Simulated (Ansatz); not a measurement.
SmMg₂ (Fd-3m, No. 227), treated with PBEsol in Ansatz (PAW).

Numerical settings: plane-wave cutoff 500 eV, 12×12×12 k mesh, Fermi–Dirac smearing 0.1 eV, spin-polarised start, scalar-relativistic PAW data made under PBE.

Computed at the level's own relaxed cell.

Q: Predict the equilibrium volume per atom and lattice constant a.

A: 
equilibrium volume per atom: 27.55 Å³/atom
lattice constant a: 8.711 Å

The run finds no gap.

Note: the magnetic order was assumed, not searched for or taken from measurement; the 4f shell is treated without U or exact exchange, so its levels and filling can be wrong.

Spin–orbit coupling is not included.

The computed numbers hold no vibrational or temperature effects.

Computing time: around 5 core-minutes (rough).

Ansatz is a first-principles code.
